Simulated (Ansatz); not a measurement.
Consider PbI₂ in the 2H-MoS2 type structure (space group P6_3/mmc, No. 194; a = 4.2728 Å, c = 14.3615 Å; a hypothetical phase, not in the database extracts checked).

The values are results of Ansatz (a quantum-chemistry and plane-wave program), PBEsol-D3(BJ), PAW, cutoff 420 eV, no spin-orbit coupling, not measurements.

Free-standing slabs (3 atom(s) a layer) normal to the stacking axis with 15 Å of vacuum; in-plane cell relaxed.

One change was made to it. Results:

The smallest direct gap increases by 0.24 eV (2.00 eV → 2.24 eV); the band gap goes up by 0.44 eV, from 1.38 eV to 1.82 eV; the electron mass (in plane) is 0.56 mₑ (at K); the excess energy per area of both faces (slab less bulk energy over the cell's area: twice a surface energy) is 0.36 J/m².

Q: Name the change that was made.
A. 3 layers
B. 4 layers
C. 1 layer
D. 2 layers

A: D, 2 layers. For comparison, the band gap in the other runs: 1 layer gives 2.21 eV; 3 layers gives 1.65 eV; 4 layers gives 1.57 eV.

The excess energy carries the mismatch between the slab's and the bulk's meshes. Spin-orbit coupling, missing from the scalar runs, can matter with I and Pb. Effective masses come from finite differences of ±0.01 Å⁻¹. Whether these cells are dynamically stable was not tested.
